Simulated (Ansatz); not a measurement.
Amorphous cells of Ga, In, O: the gap between the highest filled and lowest empty level at the zone centre, by PBE and by a single point of r2SCAN on the same geometry (PBE, scalar-relativistic without spin-orbit coupling (plane waves to 420 eV, PAW; Ansatz, a program for electronic structure); r2SCAN at 500 eV). The networks come from melt-quench runs on the CHGNet potential at compositions and starting densities chosen by hand, with anions pushed apart in the CHGNet dynamics, and DFT then relaxed them. The cells are small and were quenched far faster than real films, so single cells scatter. Defect or tail levels can set these gaps. The rows are the first to finish with both values and no moments.

| cell | PBE gap x (eV) | r2SCAN gap y (eV) |
|---|---|---|
| A (In24O39Ga2, 6.42 g/cm3) | 0.42 | 0.89 |
| B (In24O39Ga2, 6.35 g/cm3) | 0.51 | 0.99 |
| C (In24Ga12O54, 6.12 g/cm3) | 0.59 | 1.02 |
| D (In24O39Ga2, 6.40 g/cm3) | 0.70 | 1.16 |
| E (Ga24O39In2, 5.05 g/cm3) | 1.31 | withheld |
| F (Ga24O39In2, 5.03 g/cm3) | 1.59 | 2.12 |

Question: Fit a straight line through the 5 full rows and predict the withheld value for E (Ga24O39In2, 5.05 g/cm3).

Answer: Means: x = 0.762, y = 1.236. Slope = Σ(Δx Δy) / Σ(Δx²) = 0.9541 / 0.8995 = 1.06; the r.m.s. residual is 0.020. Prediction: 1.236 + 1.06 × (1.31 − 0.762) = 1.82. The run gave 1.83, 0.01 above the line.
